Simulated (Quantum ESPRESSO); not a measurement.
Troubleshooting Quantum ESPRESSO: a failed run on Re (P6_3/mmc, 2 atoms in the cell). The aim is a self-consistent single point with DFT, revPBE, plane waves, PSlibrary ultrasoft (PBE) pseudopotentials.

Cell that was meant: a = 2.7582 Å, b = 2.7582 Å, c = 4.4619 Å, α = 90.00°, β = 90.00°, γ = 120.00°.

Part of the input:

```fortran
&SYSTEM
    ibrav = 0
    nat = 2
    ntyp = 2
    ecutwfc = 60
    ecutrho = 360
    occupations = 'smearing'
```

Output, abridged:

```
     This program is part of the open-source Quantum ESPRESSO suite
     for quantum simulation of materials; please cite

 %%%%%%%%%%%%%%%%%%%%%%%%%%%%%%%%%%%%%%%%%%%%%%%%%%%%%%%%%%%%%%%%%%%%%%%%%%%%%%
     Error in routine  card_atomic_species (5010):
     cannot read atomic specie from: CELL_PARAMETERS {bohr}
 %%%%%%%%%%%%%%%%%%%%%%%%%%%%%%%%%%%%%%%%%%%%%%%%%%%%%%%%%%%%%%%%%%%%%%%%%%%%%%

     stopping ...
```

Task: Read the log: what does the program object to, and what is the fix?

Result: The fault is a species count that does not match the list of species. The number of species decides how many lines of the species card are read. To fix it, make the count match the list. The program stopped before any SCF iteration.

The sound input it was made from differs as follows (other fixes are possible):
```diff
-    ntyp = 2
+    ntyp = 1
```

With that input, the run converged in 9 iterations: free energy E − TS -4845.7787 eV; Fermi level (on the code's own zero) 24.30 eV; pressure 7.85 GPa (DFT, revPBE, plane waves, PSlibrary ultrasoft (PBE) pseudopotentials).

On the sound input: the starting cell comes from a database of computed structures (which also holds hypothetical and non-ambient phases and stackings), without a prior relaxation at this level. Its lattice was rescaled by a random factor within 2.5 % of one. Spin polarisation is off. With a pressure of about 8 GPa the cell is away from its equilibrium volume at this level.
